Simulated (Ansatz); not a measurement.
**BN: energy against strain**

BN (wurtzite, P6_3mc, 5.969 Å³/atom at rest, c along z) under an equal strain ε in the (0001) plane with the normal axis free, as in a coherent film. PBE in Ansatz, a plane-wave DFT program (PAW, default set), 420 eV, 15×15×8 Γ-centred mesh, Fermi-Dirac smearing 0.05 eV; ions are relaxed within the symmetry of each cell.

Here s stands for strain and y for E less E0.

| strain (%) | E less E0 (meV/atom) |
|---|---|
| -1.20 | 5.78 |
| -0.60 | 1.42 |
| 0.00 | 0.00 |
| 0.60 | 1.36 |
| 1.20 | 5.42 |
| 3.00 | ? |

Taking a parabola for y over the 5 complete rows: Least squares gives y = -0.007 - 0.1300·s + 3.8929·s². Residuals (row less fit): 0.025, -0.052, 0.007, 0.044, -0.023; standard error 0.054 (degrees of freedom: 2). Twice the quadratic coefficient over the volume, 2 × 3.8929 meV × 10⁴ × 0.1602 / 5.969 Å³, is twice the biaxial elastic modulus of this plane = 2090 ± 22 GPa.

Predict the withheld y at s = 3.00 from the fit, and compare with the calculation.

y = -0.007 - 0.1300 × 3.0 + 3.8929 × 3.0² = 34.639 meV/atom. The calculation gives 32.40 meV/atom, 2.239 meV/atom below the prediction (6.9 % of the range of y in the table). The row lies outside the fitted rows, so this is an extrapolation. From the scatter of the fitted rows alone, a prediction at this place has a standard error of 0.348 meV/atom, so the miss is 6.4 times that.

One order more, fitted to all 11 runs of the series, follows each within 0.02, so the miss is the next term of a smooth law. BN is here a metastable high-pressure form. Rows are the converged runs of the series near zero and its far end; series whose fitted rows scatter by over a few per cent of the range, as at a crossing or softening among them, aren't shown in this form. Most that stay on the fit to the last digits aren't either.
